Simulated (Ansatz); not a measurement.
The parent structure is WSi$_{2}$ (space group I4/mmm, No. 139; a = 3.202 Å, c = 7.818 Å; relaxed with 0.1 eV smearing). Axes: x, y, z lie along a, b, c of the conventional cell.

The values are results of PBEsol, PAW, 420 eV (Ansatz, a first-principles code; spin-orbit coupling left out), not measurements.

Base values:

```
Item      Result
--------  ------
Band gap    zero
```

Now apply this change: the cell is stretched by 2.00 % along z with no lateral relaxation, atoms relaxed at fixed cell.

### Question
Predict the new stress, energy relative to the base and band gap.

### Answer
The stress (xx, yy, zz, yz, xz, xy; compression positive) comes out as (-1.9, -1.9, -10.1, 0.0, 0.0, 0.0) GPa; the energy grows by 8.7 meV/atom; the band gap is still zero.

The cells carry an imposed strain or load. Whether these cells are dynamically stable was not tested. The final runs are not spin-polarised.
